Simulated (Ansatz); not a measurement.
For CsCl-type NaH (model structure), PBEsol (plane waves, PAW; Ansatz, a quantum-chemistry and plane-wave program) gives:

- lattice parameter a: 2.938 Å
- enthalpy of formation: -0.067 eV/atom

### Question
What does r²SCAN (plane waves, PAW; Ansatz) give for the same quantities?

### Answer

- lattice constant a: 2.932 Å (decreases by 0.2 %)
- formation enthalpy: -0.132 eV/atom (moves by -0.065 eV/atom)

Changes are worked out from the printed values.

Unless a cell is named, each level is at its own relaxed cell (PBEsol 12.68, r²SCAN 12.60 Å³/atom).

Ansatz's density-functional and Hartree–Fock values are scalar-relativistic unless marked +SOC, with PAW data made under PBE.

A model structure was made by putting elements into a prototype or built by hand; it is no filed structure, need not be a known phase, and can be a saddle point held by its symmetry.
